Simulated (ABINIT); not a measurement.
Worked example: self-consistent single point of KMgH₃ (Pm-3m, 5 atoms in the cell) in ABINIT.

Method: LDA (PW92), PAW (JTH v2.0 LDA PAW) (plane waves; ABINIT).

The change in words: lattice scaled by 0.98. Reference geometry:
```xyz
5
Lattice="3.9881 0.0000 0.0000 0.0000 3.9881 0.0000 0.0000 0.0000 3.9881" Properties=species:S:1:pos:R:3 pbc="T T T"
K      0.0000     0.0000     0.0000
Mg     1.9941     1.9941     1.9941
H      1.9941     0.0000     1.9941
H      0.0000     1.9941     1.9941
H      1.9941     1.9941     0.0000
```

Reference input (self-consistent single point, DFT, LDA (PW92), plane waves, PAW (JTH v2.0 LDA PAW)): pseudos = [K.LDA_PW-JTH.xml, Mg.LDA_PW-JTH.xml, H.LDA_PW-JTH.xml]; ecut = 30 Ha; pawecutdg = 60 Ha; pawxcdev = 0; ixc = 7; occopt = 1; ngkpt = 4 4 4; nshiftk = 1; shiftk = 0 0 0; potentials = JTH v2.0 LDA PAW; nband = 13; kptopt = 1. This run's input differs from it in these lines:

```diff
@@ -5,5 +5,5 @@
 rprim
-         7.5364167576    0.0000000000    0.0000000000
-         0.0000000000    7.5364167576    0.0000000000
-         0.0000000000    0.0000000000    7.5364167576
+         7.3856884225    0.0000000000    0.0000000000
+         0.0000000000    7.3856884225    0.0000000000
+         0.0000000000    0.0000000000    7.3856884225
 natom 5
```

Log, with long lists cut:

```
--- !BeginCycle
solver: {iscf: 17, nstep: 50, nline: 4, wfoptalg: 10, }
tolerances: {tolvrs: 1.00E-11, }
...

     iter   Etot(hartree)      deltaE(h)  residm     nres2
 ETOT  1  -93.041731832948    -9.304E+01 3.838E+00 2.892E+01
 ETOT  2  -93.843242575987    -8.015E-01 1.108E-02 1.283E+01
 ETOT  3  -93.827171247456     1.607E-02 1.443E-03 2.379E+00
 ETOT  4  -93.824414783605     2.756E-03 3.918E-04 2.421E-02
 ETOT  5  -93.824474747273    -5.996E-05 6.579E-05 3.315E-03
   [... 4 lines left out ...]
 ETOT 10  -93.824471530157     1.676E-09 1.016E-05 1.480E-07
 ETOT 11  -93.824471530109     4.825E-11 4.925E-06 7.261E-09
 ETOT 12  -93.824471530116    -7.176E-12 9.915E-06 2.020E-09
 ETOT 13  -93.824471530116     5.542E-13 4.668E-06 3.961E-12
 At SCF step   13       nres2   =  3.96E-12 < tolvrs=  1.00E-11 =>converged.

 Cartesian components of stress tensor (hartree/bohr^3)
  sigma(1 1)= -1.03764879E-05  sigma(3 2)=  0.00000000E+00
  sigma(2 2)= -1.03764879E-05  sigma(3 1)=  0.00000000E+00
  sigma(3 3)= -1.03764879E-05  sigma(2 1)=  0.00000000E+00

 ----iterations are completed or convergence reached----

 reduced coordinates (array xred) for    5 atoms
       0.000000000000      0.000000000000      0.000000000000
       0.500000000000      0.500000000000      0.500000000000
       0.500000000000      0.000000000000      0.500000000000
       0.000000000000      0.500000000000      0.500000000000
       0.500000000000      0.500000000000      0.000000000000
 cartesian forces (eV/Angstrom) at end:
    1     -0.00000000000000    -0.00000000000000    -0.00000000000000
   [... lines left out ...]
 Fermi (or HOMO) energy (hartree) =   0.08340   Average Vxc (hartree)=  -0.33134
   [... lines left out ...]
local_psp           : -7.21838602037000E+01
total_energy        : -9.38244720766701E+01
total_energy_eV     : -2.55309372514012E+03
...

-Cartesian components of stress tensor (GPa)         [Pressure=  3.0529E-01 GPa]
- sigma(1 1)= -3.05286763E-01  sigma(3 2)=  0.00000000E+00
- sigma(2 2)= -3.05286763E-01  sigma(3 1)=  0.00000000E+00
- sigma(3 3)= -3.05286763E-01  sigma(2 1)=  0.00000000E+00

 Calculation completed.
```

The run converged in 13 iterations. Against the reference run the free energy goes down by 3.9 meV/atom, the pressure goes from -1.93 to 0.31 GPa and the gap on the mesh goes from 2.152 to 2.358 eV.

The starting cell comes from a database of computed structures (which also holds hypothetical and non-ambient phases and stackings), without a prior relaxation at this level. For this run, on top of that: lattice scaled by 0.98.
